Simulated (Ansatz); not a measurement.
## Short convergence ladders for Rb2MnF4 (I4mm, 7 atoms in the cell)

```
CELL_PARAMETERS angstrom
     -2.11983     2.11983     6.92037
      2.11983    -2.11983     6.92037
      2.11983     2.11983    -6.92037
ATOMIC_POSITIONS crystal
  Rb 0.35730 0.35730 0.00000
  Rb 0.64631 0.64631 0.00000
  Mn 0.00000 0.00000 0.00000
  F  0.15275 0.15275 0.00000
  F  0.84725 0.84725 0.00000
  F  0.50000 0.00000 0.50000
  F  0.00000 0.50000 0.50000
```
Moments meant for the start (each program seeds them in its own way; μB, in the order of the atoms Rb Rb Mn F F F F): 0.0 0.0 4.0 0.0 0.0 0.0 0.0.

Base method: PBEsol+U, default PAW files made with PBE (plane waves; Ansatz, a first-principles code).

Base settings: basis.ecutwfc = 30.9 Ry; kpoints.mp_grid.grid = 5 5 5; hamiltonian.xc = pbesol; hamiltonian.pseudopotentials = {kind: paw} (the program's default PAW files); hamiltonian.hubbard.sites = [{species: Mn, l: d, u_eff: 3.9}] eV; magnetization.spin_polarized = true; scf.occupations.method = fermi_dirac; scf.occupations.width = 0.0037 Ry.

The count of work is k-points × plane waves × bands × iterations; it is no time. Core times come from one kind of shared machine, to one figure; runs under 30 s give none.

**The k-point mesh**

The second cell is the first with its lattice scaled by 0.98.

Only quantities that move along the ladder and can be compared are tabulated.

These are the values that this program gave, and no reference: magnets with a U can end in a higher state.

| kpoints.mp_grid.grid | free energy less the last step's (meV/atom) | energy of the compressed cell less the first (meV/atom) | pressure (GPa) | largest difference of a force vector from the last step's (eV/Å) | gap on the mesh (eV) | count of work / last | core time / last (rough) |
|---|---|---|---|---|---|---|---|
| 2 2 2 | 3.04 | 11.65 | 0.09 | 0.010 | 2.854 | 0.0088 | – |
| 4 4 4 | -0.04 | 10.94 | 0.00 | 0.000 | 2.851 | 0.037 | – |
| 5 5 5 | 0.02 | 10.86 | 0.00 | 0.000 | 3.084 | 0.052 | 0.06 |
| 7 7 7 | 0.01 | 10.84 | 0.00 | 0.000 | 2.972 | 0.11 | 0.1 |
| 9 9 9 | 0.00 | 10.86 | 0.00 | 0.000 | 2.925 | 0.21 | 0.2 |
| 10 10 10 | 0.00 | 10.86 | 0.00 | 0.000 | 2.851 | 0.29 | 0.3 |
| 13 13 13 | 0.00 | 10.86 | 0.00 | 0.000 | 2.887 | 0.56 | 0.6 |
| 16 16 16 | 0.00 | 10.87 | 0.00 | 0.000 | 2.851 | 1.0 | 1 |

Coarsest kpoints.mp_grid.grid that holds the energy of the compressed cell less the first within 0.2 meV/atom of the last step, with all finer ones: 4 4 4, at 0.037 of the last step's count of work; the step before is off by 0.78 meV/atom.

Coarsest kpoints.mp_grid.grid that holds the forces within 0.005 eV/Å of the last step, with all finer ones: 4 4 4, at 0.037 of the last step's count of work; the step before is off by 0.010 eV/Å.

The energy difference between the two cells stays within 1 meV/atom of the last step's from 2 2 2 on, the total only from 4 4 4 on: much of the error is common to both cells and cancels.

The gap on the mesh jumps up and down from mesh to mesh; it is no smooth measure of convergence.

**The width of Fermi-Dirac smearing**

The mesh stays at the base's, so the ladder's end is converged at best in this setting alone.

Only quantities that move along the ladder and can be compared are tabulated.

These are the values that this program gave, and no reference: magnets with a U can end in a higher state.

```tsv
scf.occupations.width	free energy less the last step's (meV/atom)	pressure (GPa)	largest difference of a force vector from the last step's (eV/Å)	net moment (μB/atom)
0.0735 Ry	-89.52	0.40	0.163	0.661
0.0367 Ry	-2.11	-0.02	0.022	0.712
0.0147 Ry	0.00	0.00	0.000	0.714
0.0073 Ry	0.00	0.00	0.000	0.714
0.0015 Ry	0.00	0.00	0.000	0.714
```

Widest scf.occupations.width that holds the pressure within 0.1 GPa of the last step, with all finer ones: 0.0367 Ry; the step before is off by 0.40 GPa.

Widest scf.occupations.width that holds the free energy within 0.5 meV/atom of the last step, with all finer ones: 0.0147 Ry; the step before is off by 2.1 meV/atom.

Widest scf.occupations.width that holds the net moment within 0.05 μB/atom of the last step, with all finer ones: 0.0367 Ry; the step before is off by 0.054 μB/atom.

On the base run: the starting cell comes from a database of computed structures (which also holds hypothetical and non-ambient phases and stackings), without a prior relaxation at this level. Its lattice was rescaled by up to half a per cent. One atom was moved a little off its site on purpose. With one magnetic atom in the cell only a parallel order is possible. With U or open f shells several self-consistent states can exist. Ansatz's pressure includes its estimate of the finite-basis (Pulay) stress.

Left out of this page: 1 run of the series stopped by limits of time or memory.

Keys are those of Ansatz 0.2.
